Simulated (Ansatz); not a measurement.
Results of PBE-D4 (Ansatz, an electronic-structure program, PAW) for cubic perovskite SrVO₃.

Numerical settings: plane-wave cutoff 520 eV, 14×14×14 k mesh, Fermi–Dirac smearing 0.05 eV, no spin polarisation, scalar-relativistic PAW data made under PBE.

Computed at the level's own relaxed cell.

### Question
Estimate the volume per atom and lattice constant a that the calculation returns.

### Answer

volume per atom: 11.29 Å³/atom
lattice constant a: 3.836 Å

The run finds no gap.

Measured, for comparison: equilibrium volume per atom 11.34 Å³/atom, lattice constant a 3.842 Å (temperature not stated, no zero-point or thermal correction; as tabulated in Marks et al. (2021), arXiv:2103.05797). Computed (rounded) less measured: equilibrium volume per atom -0.4 %, lattice constant a -0.2 %. A static lattice is as a rule a little smaller and stiffer than an uncorrected measurement, which narrows the difference in the equilibrium volume per atom and would widen misses of the other sign.

Static lattice: no zero-point or thermal effects.
